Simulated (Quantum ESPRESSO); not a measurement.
**Quick settings and what they miss: ZnAg3 (Pm-3m, 4 atoms in the cell)**

Self-consistent single point.

```xyz
4
Lattice="3.9609 0.0000 0.0000 0.0000 3.9609 0.0000 0.0000 0.0000 3.9609" Properties=species:S:1:pos:R:3 pbc="T T T"
Zn     0.0000     0.0000     0.0000
Ag     0.0000     1.9804     1.9804
Ag     1.9804     0.0000     1.9804
Ag     1.9804     1.9804     0.0000
```

Computed with PBEsol, PSlibrary ultrasoft (PBE) pseudopotentials (plane waves; Quantum ESPRESSO).

Base settings: ecutwfc = 50 Ry; ecutrho = 300 Ry; occupations = smearing; smearing = methfessel-paxton; degauss = 0.0073499 Ry; input_dft = pbesol; potentials = {Zn: Zn.pbe-dn-rrkjus_psl.1.0.0.UPF, Ag: Ag.pbe-n-rrkjus_psl.1.0.0.UPF}; K_POINTS = automatic 11 11 11 1 1 1; conv_thr = 1e-10 Ry.

Tight run (finer mesh or higher cutoff; not a proven limit): ecutwfc: 50 Ry → 70 Ry; ecutrho: 300 Ry → 420 Ry; conv_thr: 1e-10 Ry → 7.3e-11 Ry; K_POINTS: automatic 11 11 11 1 1 1 → automatic 15 15 15 1 1 1. It gave Fermi level (on the code's own zero) 13.64 eV; pressure 4.12 GPa.

Quick runs, as changes from the base:
- A: ecutwfc: 50 Ry → 35 Ry; ecutrho: 300 Ry → 210 Ry; K_POINTS: automatic 11 11 11 1 1 1 → automatic 4 4 4 1 1 1
- B: ecutwfc: 50 Ry → 30 Ry; ecutrho: 300 Ry → 180 Ry; K_POINTS: automatic 11 11 11 1 1 1 → automatic 6 6 6 1 1 1
- C: ecutwfc: 50 Ry → 40 Ry; ecutrho: 300 Ry → 240 Ry; K_POINTS: automatic 11 11 11 1 1 1 → automatic 2 2 2 1 1 1
- D: ecutwfc: 50 Ry → 25 Ry; ecutrho: 300 Ry → 150 Ry; degauss: 0.0073499 Ry → 0.036749 Ry; input_dft: pbesol → default; pseudopotentials: {Zn: Zn.pbe-dn-rrkjus_psl.1.0.0.UPF, Ag: Ag.pbe-n-rrkjus_psl.1.0.0.UPF} → {Zn: Zn.pz-dn-rrkjus_psl.1.0.0.UPF, Ag: Ag.pz-n-rrkjus_psl.1.0.0.UPF}; K_POINTS: automatic 11 11 11 1 1 1 → automatic 4 4 4 1 1 1 [LDA (PZ)]
- E: ecutwfc: 50 Ry → 25 Ry; ecutrho: 300 Ry → 150 Ry; K_POINTS: automatic 11 11 11 1 1 1 → automatic 8 8 8 1 1 1

Energies are extrapolated to zero smearing width, which holds to low order in the width alone (under cold and Methfessel-Paxton smearing the free energy itself is taken).

Dashes: energy of D, another energy zero.

† marks runs with another functional, U, potentials or spin treatment: their distance from the tight run is not a convergence error alone.

The count of work is k-points × plane waves × bands × iterations; it is no time. 

The starting cell comes from a database of computed structures (which also holds hypothetical and non-ambient phases and stackings), without a prior relaxation at this level. Its lattice was rescaled by a random factor within 2.5 % of one.

```csv
run,energy less tight (meV/atom),pressure less tight (GPa),count of work / tight
A,186.9,-17.17,0.012
B,1310.4,-93.37,0.023
C,774.9,5.66,0.0036
D†,–,-320.21,0.0064
E,6278.9,-318.82,0.035
```

Among the runs at the tight run's level, the energy misses run from 186.9 to 6278.9 meV/atom.
